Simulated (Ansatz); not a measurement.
Consider Ge in the diamond structure (space group Fd-3m, No. 227; a = 5.6727 Å).

Calculations: Ansatz (a program for electronic structure), r2SCAN, PAW, cutoff 500 eV, no SOC, earlier PAW set.

One change was made to it. Results:

| quantity | base | after |
|---|---|---|
| band gap | 0.37 eV | zero |
| shortest interatomic distance | 2.456 Å | 2.390 Å |

Question: Which of these changes matches the shifts?
A. Ge → Ru
B. Ge → Sn
C. Ge → Pb
D. Ge → Os

Answer: D, Ge → Os. For comparison, the shortest interatomic distance in the other runs: Ge → Pb gives 3.011 Å; Ge → Sn gives 2.844 Å; Ge → Ru gives 2.345 Å.

No phonon test of stability was made. As relaxed here, Os and Ru are hypothetical phases, not in the database extracts checked. For Pb in this form, whether it has been made was not checked. The final runs are not spin-polarised. This is not the structure that Pb has at room temperature and ambient pressure.
